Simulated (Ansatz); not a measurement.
**Response to strain in WC**

Take WC (space group P-6m2, No. 187; a = 2.899 Å, c = 2.827 Å; relaxed with 0.1 eV smearing) as the base. Axes: x lies along a and z along c of the hexagonal cell.

Strains are applied to the cell and any free atomic positions relax.

Levels (all Ansatz, an electronic-structure program, PAW, earlier PAW set): PBEsol (420 eV, spin-orbit coupling left out); r2SCAN (500 eV, no spin-orbit coupling); PBEsol+SOC (420 eV, noncollinear with spin-orbit coupling).

Pressures by level, all at the geometries relaxed with PBEsol:

```tsv
case	PBEsol	r2SCAN	PBEsol+SOC
base	0.0 GPa	5.2 GPa	-0.3 GPa
isotropic strain −5.57 %	100.8 GPa	109.4 GPa	100.1 GPa
uniaxial strain ε_xx = −2.22 %	9.2 GPa	14.8 GPa	8.9 GPa
strain tensor (xx, yy, zz, yz, xz, xy) = (+0.40, +1.19, −1.42, +1.51, −0.97, +0.84) %	1.1 GPa	6.3 GPa	0.8 GPa
strain tensor (xx, yy, zz, yz, xz, xy) = (+1.00, −2.23, −0.12, −0.15, −0.63, +0.37) %	5.8 GPa	11.2 GPa	5.5 GPa
```

Single points use the geometry relaxed with PBEsol. Their cutoffs differ, which shifts pressures a little. The spin-orbit shifts are approximate. No phonon test of stability was made. The runs without spin-orbit coupling are not spin-polarised.
